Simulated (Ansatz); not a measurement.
A computed series for MgS: carrier doping

The reference is MgS in the rock salt structure (space group Fm-3m, No. 225; a = 5.1820 Å).

Carriers are added at fixed cell with a uniform background; the Fermi–Dirac width is that of 300 K.

All numbers come from Kohn–Sham DFT with the PBEsol functional, run in Ansatz (a first-principles code) with PAW and 420 eV plane waves, spin-orbit coupling left out.

Notes on the quantities. Fermi level from band edge: Fermi level relative to the doped band's edge (positive inside the band; to 0.05 eV).

```tsv
case	Fermi level from band edge	gap between the host's bands
undoped	–	2.73 eV
electrons 7.0×10^20 cm⁻³	+0.35 eV	2.73 eV
electrons 1.5×10^21 cm⁻³	+0.55 eV	2.72 eV
electrons 2.0×10^21 cm⁻³	+0.65 eV	2.72 eV
holes 7.0×10^20 cm⁻³	+0.05 eV	2.75 eV
holes 1.5×10^21 cm⁻³	+0.15 eV	2.78 eV
holes 2.0×10^21 cm⁻³	+0.15 eV	2.80 eV
```

Carriers are added with a uniform compensating background; total energy and stress of such cells depend on the potential's zero and are not compared; many-body gap narrowing is missing at this level. Stability against distortions was not tested.
